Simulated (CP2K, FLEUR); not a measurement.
A CP2K input for a self-consistent single point of Al (Fm-3m, 1 atom in the cell) (DFT PBE, GPW, DZVP-MOLOPT-SR-GTH basis, GTH-PBE potentials (GTH_POTENTIALS)):

```
&GLOBAL
  PROJECT run
  RUN_TYPE ENERGY_FORCE
  PRINT_LEVEL LOW
&END GLOBAL
&FORCE_EVAL
  METHOD Quickstep
  STRESS_TENSOR ANALYTICAL
  &DFT
    BASIS_SET_FILE_NAME BASIS_MOLOPT
    POTENTIAL_FILE_NAME GTH_POTENTIALS
    &QS
      METHOD GPW
      EPS_DEFAULT 1E-10
    &END QS
    &MGRID
      CUTOFF 400
      REL_CUTOFF 60
      NGRIDS 4
    &END MGRID
    &SCF
      SCF_GUESS ATOMIC
      EPS_SCF 1E-7
      MAX_SCF 100
      ADDED_MOS 4
      &DIAGONALIZATION
        ALGORITHM STANDARD
      &END DIAGONALIZATION
      &MIXING
        METHOD BROYDEN_MIXING
        ALPHA 0.2
        NBUFFER 12
      &END MIXING
      &SMEAR ON
        METHOD FERMI_DIRAC
        ELECTRONIC_TEMPERATURE [K] 1160.45
      &END SMEAR
    &END SCF
    &KPOINTS
      SCHEME MONKHORST-PACK 10 10 10
      GAMMA_CENTERED T
    &END KPOINTS
    &XC
      &XC_FUNCTIONAL PBE
      &END XC_FUNCTIONAL
    &END XC
    &PRINT
      &MO
        EIGENVALUES T
        OCCUPATION_NUMBERS T
        NDIGITS 8
        FILENAME mo
        &EACH
          QS_SCF 0
        &END EACH
        ADD_LAST NUMERIC
      &END MO
      &MULLIKEN OFF
      &END MULLIKEN
    &END PRINT
  &END DFT
  &SUBSYS
    &CELL
      A 2.79295900 0.00000000 0.00000000
      B 1.39647900 2.41877300 0.00000000
      C 1.39647900 0.80625800 2.28044100
      PERIODIC XYZ
    &END CELL
    &COORD
      SCALED
      Al       0.00000000     0.00000000     0.00000000
    &END COORD
    &KIND Al
      BASIS_SET DZVP-MOLOPT-SR-GTH-q3
      POTENTIAL GTH-PBE-q3
    &END KIND
  &END SUBSYS
  &PRINT
    &FORCES ON
    &END FORCES
    &STRESS_TENSOR ON
    &END STRESS_TENSOR
  &END PRINT
&END FORCE_EVAL
```

Problem. Write the same calculation as an input for FLEUR.

Solution. This is the input that was run; spellings and numerical settings could be chosen otherwise.

Input of the input generator:

```
Al crystal
&input film=f /
0.0000000000 1.9749200000 1.9749200000
1.9749200000 -0.0000000000 1.9749200000
1.9749200000 1.9749200000 0.0000000000
1.8897261246
1.0 1.0 1.0

1
13 0.0000000000 0.0000000000 0.0000000000

&comp jspins=1 /
&kpt div1=10 div2=10 div3=10 gamma=t /
&end /
```

```xml
<?xml version="1.0" encoding="UTF-8" standalone="no"?>
<fleurInput fleurInputVersion="0.39">
   <comment>
      Al crystal                                                                                          
   </comment>
   <calculationSetup>
      <cutoffs Kmax="4.0" Gmax="16.0" GmaxXC="16.0" numbands="0"/>
      <scfLoop itmax="100" minDistance="0.00001" maxIterBroyd="99" imix="Anderson" alpha="0.05" precondParam="0.0" spinf="2.0"/>
      <coreElectrons ctail="T" frcor="F" kcrel="0" coretail_lmax="0"/>
      <xcFunctional name="pbe" relativisticCorrections="F"/>
      <magnetism jspins="1"/>
      <soc l_soc="F" theta="0.0" phi="0.0" spav="F"/>
      <expertModes spex="0" secvar="F"/>
      <geometryOptimization l_f="T" forcealpha="1.0" forcemix="BFGS" epsdisp="0.00001" epsforce="0.00001"/>
      <ldaU l_linMix="F" mixParam="0.05" spinf="1.0"/>
   </calculationSetup>
   <cell>
      <bzIntegration valenceElectrons="3.0" mode="hist" fermiSmearingEnergy="0.00367493">
         <kPointListSelection listName="default-1"/>
         <!-- k-points included here -->
         <xi:include xmlns:xi="http://www.w3.org/2001/XInclude" href="kpts.xml"> </xi:include>
      </bzIntegration>
      <!-- symmetry operations included here -->
      <xi:include xmlns:xi="http://www.w3.org/2001/XInclude" href="sym.xml"> </xi:include>
      <bulkLattice scale="1.0">
         <bravaisMatrix>
            <row-1>    0.0000000000000000     3.7320579179950317     3.7320579179950317</row-1>
            <row-2>    3.7320579179950317     0.0000000000000000     3.7320579179950317</row-2>
            <row-3>    3.7320579179950317     3.7320579179950317     0.0000000000000000</row-3>
         </bravaisMatrix>
      </bulkLattice>
   </cell>
   <atomSpecies>
      <species name="Aluminum (Al)" element="Al" atomicNumber="13">
         <mtSphere radius="2.52" gridPoints="869" logIncrement="0.013"/>
         <atomicCutoffs lmax="10" lnonsphr="8"/>
         <electronConfig flipSpins="F">
            <coreConfig>(1s1/2) (2s1/2) (2p1/2) (2p3/2)</coreConfig>
            <valenceConfig>(3s1/2) (3p1/2) (3p3/2)</valenceConfig>
            <stateOccupation state="(3p1/2)" spinUp="0.1666666666667" spinDown="0.1666666666667"/>
            <stateOccupation state="(3p3/2)" spinUp="0.3333333333333" spinDown="0.3333333333333"/>
         </electronConfig>
         <energyParameters s="3" p="3" d="3" f="4"/>
      </species>
   </atomSpecies>
   <atomGroups>
      <atomGroup species="Aluminum (Al)">
         <relPos label="                   1">.0000000000 .0000000000 .0000000000</relPos>
         <force calculate="T" relaxXYZ="TTT"/>
      </atomGroup>
   </atomGroups>
   <output dos="F" band="F" slice="F">
      <checks vchk="F" cdinf="F"/>
      <bandDOS minEnergy="-.5*Htr" maxEnergy="0.5*Htr" sigma="0.015" storeEVData="T"/>
      <vacuumDOS vacdos="F" integ="F" star="F" nstars="0" locx1="0.0" locy1="0.0" locx2="0.0" locy2="0.0" nstm="0" tworkf="0.0"/>
      <unfoldingBand unfoldBand="F" supercellX="1" supercellY="1" supercellZ="1"/>
      <plotting iplot="0" polar="F">
         <plot TwoD="T" vec1="  1.0  0.0  0.0" vec2="  0.0  1.0  0.0" vec3="  0.0  0.0  1.0" zero="  0.0  0.0  0.0" file="plot"/>
      </plotting>
      <chargeDensitySlicing numkpt="0" minEigenval="0.0" maxEigenval="0.0" nnne="0" pallst="F"/>
      <specialOutput eonly="F"/>
      <magneticCircularDichroism mcd="F" energyLo="-10.0" energyUp="0.0"/>
   </output>
  <!-- We include the file relax.xml here to enable relaxations (see documentation) -->
  <xi:include xmlns:xi="http://www.w3.org/2001/XInclude" href="relax.xml"> <xi:fallback/> </xi:include>
</fleurInput>
```

Basis settings and potentials, where a program has them, do not carry over. This input uses DFT, PBE, all-electron FLAPW (FLEUR), scalar-relativistic valence.

The starting cell comes from a database of computed structures (which also holds hypothetical and non-ambient phases and stackings), without a prior relaxation at this level. Its lattice was rescaled by a random factor within 2.5 % of one. For this run, on top of that: lattice scaled by 0.98.
